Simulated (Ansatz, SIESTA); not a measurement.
# Code comparison for MoIr₃ (P1, 8 atoms in the cell)

Self-consistent single point, at a second geometry (atoms moved at random). First geometry:

```
CELL_PARAMETERS angstrom
      5.48700     0.00000     0.00000
     -2.74350     4.75188     0.00000
      0.00000     0.00000     4.38500
ATOMIC_POSITIONS crystal
  Ir 0.83300 0.66600 0.25000
  Ir 0.16700 0.83300 0.75000
  Ir 0.33400 0.16700 0.25000
  Ir 0.16700 0.33400 0.75000
  Ir 0.83300 0.16700 0.25000
  Ir 0.66600 0.83300 0.75000
  Mo 0.33333 0.66667 0.25000
  Mo 0.66667 0.33333 0.75000
```

Second geometry:
```
CELL_PARAMETERS angstrom
      5.48700     0.00000     0.00000
     -2.74350     4.75188     0.00000
      0.00000     0.00000     4.38500
ATOMIC_POSITIONS crystal
  Ir 0.83680 0.68150 0.24932
  Ir 0.15900 0.83730 0.74831
  Ir 0.33877 0.16670 0.24932
  Ir 0.17278 0.33585 0.74581
  Ir 0.83748 0.17276 0.27806
  Ir 0.66172 0.82848 0.73335
  Mo 0.32569 0.65962 0.24918
  Mo 0.66777 0.31779 0.74665
```

Shared settings, as Ansatz (an electronic-structure program) writes them: kpoints.mp_grid.grid = 5 5 5; scf.occupations.method = gaussian; scf.occupations.width = 0.02 Ry. Potentials and cutoffs stand in the table.

| code | model | ΔF from the first geometry (meV/atom) | pressure (GPa) | largest force (eV/Å) | cutoff |
|---|---|---|---|---|---|
| Ansatz | LDA (PW92), default PAW files made with PBE | 44.6 | -5.44 | 2.488 | default |
| SIESTA | LDA PW92, numerical atomic orbitals DZP, PseudoDojo LDA standard norm-conserving potentials (rewritten from UPF to PSML) | 53.7 | -6.52 | 3.038 | grid 400 Ry |

Size of the force on each atom (eV/Å): Sizes of forces hide their directions.

| code | Ir1 | Ir2 | Ir3 | Ir4 | Ir5 | Ir6 | Mo7 | Mo8 |
|---|---|---|---|---|---|---|---|---|
| Ansatz | 1.235 | 0.697 | 0.275 | 0.730 | 2.488 | 1.553 | 0.578 | 1.570 |
| SIESTA | 1.525 | 0.903 | 0.276 | 0.989 | 3.038 | 1.971 | 0.660 | 1.817 |

On Ansatz's run: spin-orbit coupling is off. Spin polarisation is off.

The spread over the programs that give each value: ΔF from the first geometry within 9.1 meV/atom; pressure within 1.08 GPa; largest force within 0.550 eV/Å.

SIESTA uses small atom-centred bases, whose incompleteness enters pressures, forces and empty levels differently from a plane-wave cutoff. Ansatz's pressure is given at a fixed set of plane waves, as the other plane-wave codes print theirs; with its correction for the finite basis it is -5.41 GPa.

The starting cell comes from a database of published, mostly measured structures (it also holds non-ambient and calculated ones), without a prior relaxation at this level. For this run, on top of that: atoms moved at random.

Keys are those of Ansatz 0.2.
